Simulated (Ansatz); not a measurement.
The starting structures come from a database of crystals and need not be the phases stable at ambient conditions.

The decay constant κ of evanescent states in the gap governs leakage through a thin film.

Consider the following.

```yaml
crystal:
  lattice:
    - [3.31212, 0.00000, 0.00000]
    - [0.00000, 4.18756, 0.00000]
    - [1.65606, 0.00000, 2.86838]
  atoms:
    - { symbol: Al, position: [0.33333, 0.25000, 0.33333] }
    - { symbol: Al, position: [0.66667, 0.75000, 0.66667] }
    - { symbol: N, position: [0.33333, 0.75000, 0.33333] }
    - { symbol: N, position: [0.66667, 0.25000, 0.66667] }
```

The cell is taken as given; by r2SCAN it stands under a pressure of -5.1 GPa.

Transport runs along the normal of the first two printed cell vectors, the (100) plane of the conventional cell.

No gap correction and no spin-orbit coupling; mid-gap is the computed energy nearest the middle.

Q: Predict the band gap and the smallest decay constant κ at mid-gap from Ansatz (a first-principles code) with r2SCAN.

A: Gap 3.83 eV on a 10×8×10 mesh; κ = 0.310 1/Å, at the zone centre.
